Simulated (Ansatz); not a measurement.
Density of states of NaAu (P4/mmm, 2 atoms in the cell).

```xyz
2
Lattice="3.2466 0.0000 0.0000 0.0000 3.2466 0.0000 0.0000 0.0000 4.2554" Properties=species:S:1:pos:R:3 pbc="T T T"
Na     1.6233     1.6233     2.1277
Au     0.0000     0.0000     0.0000
```

Method: PBE (plane waves, PAW; Ansatz, a program for electronic structure).

SCF settings: basis.ecutwfc = 420 eV; kpoints.mp_grid.grid = 8 8 6; kpoints.mp_grid.shift = 0.5 0.5 0.5; hamiltonian.xc = pbe; hamiltonian.pseudopotentials = {kind: paw} (the program's default PAW files); scf.occupations.method = gaussian; scf.occupations.width = 0.136 eV. Keys of the DOS step: output.dos.nscf_kmesh.grid = 16 16 12.

The starting cell was generated: these elements placed on a structure prototype, without a prior relaxation; it need not be a known phase or ordering of this composition. Its lattice was rescaled by a random factor within 2.5 % of one. Spin-orbit coupling is off.

Total DOS (both spins), as means of the tabulated values in each energy bin; the zero is the program's Fermi level or highest filled level, and the curve is cut to this window:

```
E (eV) | states/eV/cell
    -7.75 |  0.00
    -7.25 |  0.00
    -6.75 |  0.00
    -6.25 |  0.00
    -5.75 |  0.09
    -5.25 | # 0.29
    -4.75 | ## 0.54
    -4.25 | ######## 1.79
    -3.75 | ############################## 6.89
    -3.25 | ############################# 6.74
    -2.75 | ##################### 4.74
    -2.25 | #### 0.90
    -1.75 | ## 0.46
    -1.25 | ## 0.47
    -0.75 | ## 0.57
    -0.25 | ## 0.47
     0.25 | ## 0.44
     0.75 | ## 0.55
```

Around zero the curve holds about 0.4 states/eV/cell.

Keys are those of Ansatz 0.2.
